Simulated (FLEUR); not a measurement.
Input and output of a self-consistent single point for CdHg3 (Fm-3m, 4 atoms in the cell) (FLEUR)

Level of theory: PBEsol, all-electron FLAPW (FLEUR), scalar-relativistic valence.

Input:

Input of the input generator:

```
CdHg3
&input film=f /
-0.0000000000 0.7071067812 0.7071067812
0.7071067812 -0.0000000000 0.7071067812
0.7071067812 0.7071067812 -0.0000000000
9.8156714440
1.0 1.0 1.0

4
48 0.0000000000 0.0000000000 0.0000000000
80 0.2500000000 0.2500000000 0.2500000000
80 0.7500000000 0.7500000000 0.7500000000
80 0.5000000000 0.5000000000 0.5000000000

&comp jspins=1 /
&exco xctyp='PBEs' /
&kpt div1=5 div2=5 div3=5 /
&end /
```

```xml
<?xml version="1.0" encoding="UTF-8" standalone="no"?>
<fleurInput fleurInputVersion="0.39">
   <comment>
      CdHg3                                                                                               
   </comment>
   <calculationSetup>
      <cutoffs Kmax="3.8" Gmax="11.4" GmaxXC="11.4" numbands="0"/>
      <scfLoop itmax="60" minDistance="0.00001" maxIterBroyd="40" imix="Anderson" alpha="0.05" precondParam="0.0" spinf="2.0"/>
      <coreElectrons ctail="T" frcor="F" kcrel="0" coretail_lmax="0"/>
      <xcFunctional name="PBEs" relativisticCorrections="F"/>
      <magnetism jspins="1"/>
      <soc l_soc="F" theta="0.0" phi="0.0" spav="F"/>
      <expertModes spex="0" secvar="F"/>
      <geometryOptimization l_f="T" forcealpha="1.0" forcemix="BFGS" epsdisp="0.00001" epsforce="0.00001"/>
      <ldaU l_linMix="F" mixParam="0.05" spinf="1.0"/>
   </calculationSetup>
   <cell>
      <bzIntegration valenceElectrons="72.0" mode="hist" fermiSmearingEnergy="0.00367493">
         <kPointListSelection listName="default-1"/>
         <!-- k-points included here -->
         <xi:include xmlns:xi="http://www.w3.org/2001/XInclude" href="kpts.xml"> </xi:include>
      </bzIntegration>
      <!-- symmetry operations included here -->
      <xi:include xmlns:xi="http://www.w3.org/2001/XInclude" href="sym.xml"> </xi:include>
      <bulkLattice scale="1.0">
         <bravaisMatrix>
            <row-1>    0.0000000000000000     6.9407278400835963     6.9407278400835963</row-1>
            <row-2>    6.9407278400835963     0.0000000000000000     6.9407278400835963</row-2>
            <row-3>    6.9407278400835963     6.9407278400835963     0.0000000000000000</row-3>
         </bravaisMatrix>
      </bulkLattice>
   </cell>
   <atomSpecies>
      <species name="Cadmium (Cd)" element="Cd" atomicNumber="48">
         <mtSphere radius="2.68" gridPoints="925" logIncrement="0.014"/>
         <atomicCutoffs lmax="10" lnonsphr="8"/>
         <electronConfig flipSpins="F">
            <coreConfig>(1s1/2) (2s1/2) (2p1/2) (2p3/2) (3s1/2) (3p1/2) (3p3/2) (4s1/2) (3d3/2) (3d5/2)</coreConfig>
            <valenceConfig>(4p1/2) (4p3/2) (5s1/2) (4d3/2) (4d5/2)</valenceConfig>
         </electronConfig>
         <energyParameters s="5" p="5" d="4" f="4"/>
         <lo type="SCLO" l="1" n="4" eDeriv="0"/>
      </species>
      <species name="Mercury (Hg)" element="Hg" atomicNumber="80">
         <mtSphere radius="2.68" gridPoints="925" logIncrement="0.015"/>
         <atomicCutoffs lmax="10" lnonsphr="8"/>
         <electronConfig flipSpins="F">
            <coreConfig>(1s1/2) (2s1/2) (2p1/2) (2p3/2) (3s1/2) (3p1/2) (3p3/2) (4s1/2) (3d3/2) (3d5/2) (4p1/2) (4p3/2) (5s1/2) (4d3/2) (4d5/2) (4f5/2) (4f7/2)</coreConfig>
            <valenceConfig>(5p1/2) (5p3/2) (6s1/2) (5d3/2) (5d5/2)</valenceConfig>
         </electronConfig>
         <energyParameters s="6" p="6" d="5" f="5"/>
         <lo type="SCLO" l="1" n="5" eDeriv="0"/>
      </species>
   </atomSpecies>
   <atomGroups>
      <atomGroup species="Cadmium (Cd)">
         <relPos label="                   1">.0000000000 .0000000000 .0000000000</relPos>
         <force calculate="T" relaxXYZ="TTT"/>
      </atomGroup>
      <atomGroup species="Mercury (Hg)">
         <relPos label="                   2">1.000/4.000 1.000/4.000 1.000/4.000</relPos>
         <relPos label="                   3">-1.000/4.000 -1.000/4.000 -1.000/4.000</relPos>
         <force calculate="T" relaxXYZ="TTT"/>
      </atomGroup>
      <atomGroup species="Mercury (Hg)">
         <relPos label="                   4">1.000/2.000 1.000/2.000 1.000/2.000</relPos>
         <force calculate="T" relaxXYZ="TTT"/>
      </atomGroup>
   </atomGroups>
   <output dos="F" band="F" slice="F">
      <checks vchk="F" cdinf="F"/>
      <bandDOS minEnergy="-.5*Htr" maxEnergy="0.5*Htr" sigma="0.015" storeEVData="T"/>
      <vacuumDOS vacdos="F" integ="F" star="F" nstars="0" locx1="0.0" locy1="0.0" locx2="0.0" locy2="0.0" nstm="0" tworkf="0.0"/>
      <unfoldingBand unfoldBand="F" supercellX="1" supercellY="1" supercellZ="1"/>
      <plotting iplot="0" polar="F">
         <plot TwoD="T" vec1="  1.0  0.0  0.0" vec2="  0.0  1.0  0.0" vec3="  0.0  0.0  1.0" zero="  0.0  0.0  0.0" file="plot"/>
      </plotting>
      <chargeDensitySlicing numkpt="0" minEigenval="0.0" maxEigenval="0.0" nnne="0" pallst="F"/>
      <specialOutput eonly="F"/>
      <magneticCircularDichroism mcd="F" energyLo="-10.0" energyUp="0.0"/>
   </output>
  <!-- We include the file relax.xml here to enable relaxations (see documentation) -->
  <xi:include xmlns:xi="http://www.w3.org/2001/XInclude" href="relax.xml"> <xi:fallback/> </xi:include>
</fleurInput>
```

Output (repeated stretches shortened):

```
      Welcome to FLEUR        (www.flapw.de)
      MaX-Release 8.1          (www.max-centre.eu)

 ========== k-point set info ==========
 Selected k-point list: default-1
 k-point list type: mesh
 5 x 5 x 5
 Number of k points: 10

 ------------Calculation Setup---------------------------
           1           2           5          10
 Number of basis functions:          647
 Iteration:     1   Distance:      13.31988194 me/bohr^3
 Iteration:     2   Distance:      12.25742775 me/bohr^3
 Iteration:     3   Distance:       5.29059283 me/bohr^3
 Iteration:     4   Distance:       0.81082542 me/bohr^3
 Iteration:     5   Distance:       0.62099813 me/bohr^3
 Iteration:     6   Distance:       0.20847532 me/bohr^3
   [... 6 lines left out ...]
 Iteration:    13   Distance:       0.00014323 me/bohr^3
 Iteration:    14   Distance:       0.00014596 me/bohr^3
 Iteration:    15   Distance:       0.00002489 me/bohr^3
 Iteration:    16   Distance:       0.00001156 me/bohr^3
 Iteration:    17   Distance:       0.00000925 me/bohr^3

 Run finished successfully
 Stop message:
   Structural relaxation: Done

[file out, last iteration]
             iter=     18
          p o t e n t i a l   g e n e r a t o r
[...]
          integral of pseudo charge density inside the slab=        0.000000   0.000000
     coulomb potential in the interstitial region:
          density-coulomb potential integrals
          total density-coulomb potenti  -111938.2817055402
          density-effective potential integrals for spin  1
          total density-effective poten   -1.1359358106E+05
          charge density-energy density integrals
          total charge density-energy d   -1.2568729939E+03
 Updated energy parameters for spin:           1
  Atom    1 5s branch from -3.50 to  1.01 htr. ; e_l =  0.1568
  Atom    1 5p branch from -2.06 to  1.61 htr. ; e_l =  0.3306
  Atom    1 4d branch from-14.07 to  0.03 htr. ; e_l = -0.0331
  Atom    1 4f branch from -9.99 to  2.02 htr. ; e_l =  0.6552
  Atom    1 4p branch from-21.68 to -2.06 htr. ; e_l(l -2.0756
  Atom    2 6s branch from -3.96 to  0.91 htr. ; e_l =  0.1117
  Atom    2 6p branch from -2.05 to  1.72 htr. ; e_l =  0.3281
  Atom    2 5d branch from-12.42 to  0.14 htr. ; e_l =  0.0480
  Atom    2 5f branch from -3.16 to  2.11 htr. ; e_l =  0.6412
  Atom    2 5p branch from-20.77 to -2.05 htr. ; e_l(l -2.1117
  Atom    3 6s branch from -3.96 to  0.92 htr. ; e_l =  0.1153
  Atom    3 6p branch from -2.05 to  1.73 htr. ; e_l =  0.3314
  Atom    3 5d branch from-12.41 to  0.14 htr. ; e_l =  0.0523
  Atom    3 5f branch from -3.16 to  2.12 htr. ; e_l =  0.6444
  Atom    3 5p branch from-20.76 to -2.05 htr. ; e_l(l -2.1069
[...]
 fermi energy and band-weighting factors:
at   0.40000   0.40000   0.40000   k-weight:    0.064000
   55 eigenvalues :
   -2.069346   -2.069346   -2.069344   -2.054271   -2.054212   -2.054212   -2.054149   -2.054149
   -2.054131   -2.049440   -2.049389   -2.049389   -0.049731   -0.047925   -0.047925   -0.045184
   -0.045184   -0.002032    0.002796    0.002796    0.003265    0.008135    0.008135    0.017192
    0.021548    0.021548    0.028663    0.028663    0.038814    0.038814    0.043413    0.046514
    0.046514    0.111967    0.248176    0.278369    0.333567    0.333567    0.352329    0.352329
    0.434270    0.530930    0.530930    0.566433    0.631898    0.631898    0.655599    0.664799
    0.741416    0.741416    0.842599    0.846832    0.846832    0.902446    0.908334
   [... 2 blocks of this kind left out ...]

[...]
FERMIE:
          first approx. to ef    (T=0)  :   0.265900 htr   (energy of the highest occ. eigenvalue)
          number of occ. states  (T=0)  :        359
          first approx. to seigv (T=0)  : -47.916535 htr
          sum of weights of occ. states :  36.104000
          sum of semicore charge        :   0.000000 e
FERHIS:  Fermi-Energy by histogram:
          bandgap                     :   0.007569 htr
          charge neutrality (T=0)     :   0.208000    (zero if the highest occ. eigenvalue is "entirely" occupied)
     EF_NEWTON:  Adjust Fermi-Energy by Newton-Method.
               Number of iterations needed  :   5
               The error in the weight is   :  0.55511E-15
               The error in ef is           : -0.31640E-16 htr
     -->  new fermi energy            :   0.264656 htr
          valence charge              :  72.000000 e
          actual charge blw ef-8kt    :  70.976000 e
          actual charge blw ef+8kt    :  72.000000 e
          number of occ. states       :       365
          sum of the valence weights  :   36.000000
          entropy         :   0.416954 *kb htr/K =   0.00000 htr/K
          sum of val. single particle energies:       -47.9714460725 htr
 Direct bandgap for spin            1 :    2.7386478201684772E-002  Htr
 at k-point            2  with k-vector   0.20000000000000001       0.40000000000000002       0.40000000000000002
          valence density: spin= 1
[...]
     l-like charge
     atom     s        p        d        f        total
 -->  1    0.72002  6.23916  9.70120  0.01248   16.67574
 -->  2    0.96703  6.23820  9.40762  0.01057   16.62576
 -->  3    0.97332  6.23150  9.41273  0.01178   16.63208
          total charge for spin  1=   72.000000
          interst. charge =       5.440658
          mt charge=             16.675737   16.625761   16.632085
          total charge  =   72.000000
          z= 48.     r(1)=  0.645805E-05     dx= 0.014000     m.t.index= 925
               n    l     j    energy       weight
               1.   0.   0.5 -973.3139      2.0000
               2.   0.   0.5 -144.1505      2.0000
               2.   1.   0.5 -134.1909      2.0000
   [... 7 lines left out ...]
          atom type    1  (spin 1)
          kinetic energy=  0.567806230599E+04     sum of the eigenvalues= -0.334293602741E+04
          0.00015743  electrons lost from core.
   [... 2 blocks of this kind left out ...]

          total charge for spin  1=  288.000000
          interst. charge =       5.441221
          mt charge=             46.675579   78.625625   78.631949
          total charge  =  288.000000
          zc=   288.000000     qfix=    1.000000
     t o t a l  e n e r g y
          sum of eigenvalues =            -39687.8452916776
          density-coulomb potential int  -111938.2817055402
          density-effective potential i  -113593.5810559100
          charge density-ex.-corr.energ    -1256.8729938999
          el.-nucl. inter. diff. m.t.       6776.6232879622
          Madelung term for atom type:       -18.8509197756
          el.-nucl. inter. diff. m.t.      49566.1754578148
          Madelung term for atom type:       -64.9877025847
          el.-nucl. inter. diff. m.t.      24783.2510429197
          Madelung term for atom type:       -32.5348873800
 ---->    total energy=                   -64562.7013808746 htr
 ---->    (input%tkb*entropy) TS=              0.0015322764 htr
 ---->    free energy=                    -64562.7029131510 htr
      extrapolation for T->0
 ---->    total electron energy=          -64562.7021470128 htr
 ***** TOTAL FORCES ON ATOMS *****
 TOTAL FORCE FOR ATOM TYPE=  1  X=  0.000   Y=  0.000   Z=  0.000
                       FX_TOT= 0.000000 FY_TOT= 0.000000 FZ_TOT= 0.000000
 TOTAL FORCE FOR ATOM TYPE=  2  X=  3.470   Y=  3.470   Z=  3.470
                       FX_TOT= 0.000000 FY_TOT= 0.000000 FZ_TOT= 0.000000
 TOTAL FORCE FOR ATOM TYPE=  3  X=  6.941   Y=  6.941   Z=  6.941
                       FX_TOT= 0.000000 FY_TOT= 0.000000 FZ_TOT= 0.000000
 Structural relaxation: Done
```

The run converged in 17 iterations. FLEUR gives forces in its relaxation mode, with a further iteration, so its stop message speaks of a relaxation.

The starting cell comes from a database of computed structures (which also holds hypothetical and non-ambient phases and stackings), without a prior relaxation at this level. Spin-orbit coupling is off. Values depend on the basis (sphere radii, cutoffs, local orbitals), which need not be converged. The log's line on a gap gives a spacing of levels on this mesh, which the program prints for metals too.

These are the values that this program gave, and no reference: the default basis lacks the next d shell.

Cost on one core of a shared machine: roughly 2 min.
